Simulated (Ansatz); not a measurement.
**What a tighter setting buys: basis.ecutwfc, BaLuSi2O6F (P-1, 22 atoms in the cell)**

Cell: a = 5.5764 Å, b = 7.2865 Å, c = 9.0983 Å, α = 107.73°, β = 101.81°, γ = 93.01°.

Method of the run: PBEsol, default PAW files made with PBE (plane waves; Ansatz, a quantum-chemistry and plane-wave program).

Base settings: basis.ecutwfc = 420 eV; kpoints.mp_grid.grid = 3 3 2; hamiltonian.xc = pbesol; hamiltonian.pseudopotentials = {kind: paw} (the program's default PAW files); scf.occupations.method = fermi_dirac; scf.occupations.width = 0.1 eV.

Misses are taken against the tightest run, 840 eV, which need not be fully converged itself. The energy is the free energy per atom.

The count of work is k-points × plane waves × bands × iterations; it is no time, and leaves out set-up, grids and terms that scale otherwise. Core times come from one kind of shared machine and are given to one figure; runs under 30 s give none.

Ansatz's pressure holds its estimate of the finite-basis (Pulay) stress, which hides part of the cutoff error; the uncorrected pressure shows it.

The starting cell comes from a database of published, mostly measured structures (it also holds non-ambient and calculated ones), without a prior relaxation at this level. Its lattice was rescaled by a random factor within 2.5 % of one. In the base run, with a pressure of about -8 GPa the cell is away from its equilibrium volume at this level. Ansatz's pressure includes its estimate of the finite-basis (Pulay) stress.

The runs (basis.ecutwfc): 170 eV | 210 eV | 250 eV | 295 eV | 335 eV | 380 eV | 420 eV | 485 eV | 545 eV | 630 eV | 735 eV | 840 eV.

Problem. Which is the coarsest setting among those run that, with all tighter ones, holds the energy within 5 meV/atom of the reference, and what does it save?

Solution. 420 eV, off by 4.5 meV/atom; its saving against the reference is no more than about a factor of 2 in time.

Problem. Which is the coarsest setting among those run that, with all tighter ones, holds the energy within 0.5 meV/atom of the reference, and what does it save?

Solution. 630 eV, off by 0.34 meV/atom; its saving against the reference is no more than about a factor of 2 in the count of work.

Problem. What does the step from 170 eV to 335 eV buy?

Solution. It takes the miss in the energy from 11000 to 110 meV/atom, for 2.3 times the count of work.

```tsv
basis.ecutwfc	energy less reference (meV/atom)	pressure less reference (GPa)	largest difference in the force on any atom (eV/Å)	uncorrected pressure less reference (GPa)	count of work / reference	core time / reference (rough)
170 eV	11165.24	-3.39	0.683	-306.62	0.11	–
210 eV	4114.69	4.77	1.184	-154.20	0.14	–
250 eV	1355.54	0.53	0.483	-65.18	0.18	–
295 eV	373.24	-0.33	0.073	-22.53	0.21	–
335 eV	110.44	-0.06	0.045	-8.29	0.25	–
380 eV	22.50	0.03	0.011	-2.20	0.30	–
420 eV	4.50	0.01	0.002	-0.50	0.39	0.5
485 eV	0.85	0.01	0.002	0.01	0.44	0.5
545 eV	0.67	0.01	0.002	0.01	0.46	0.5
630 eV	0.34	0.00	0.001	0.01	0.72	0.7
735 eV	0.24	0.00	0.000	0.01	0.82	0.9
840 eV	0.00	0.00	0.000	0.00	1.0	1
```

Keys are those of Ansatz 0.2.
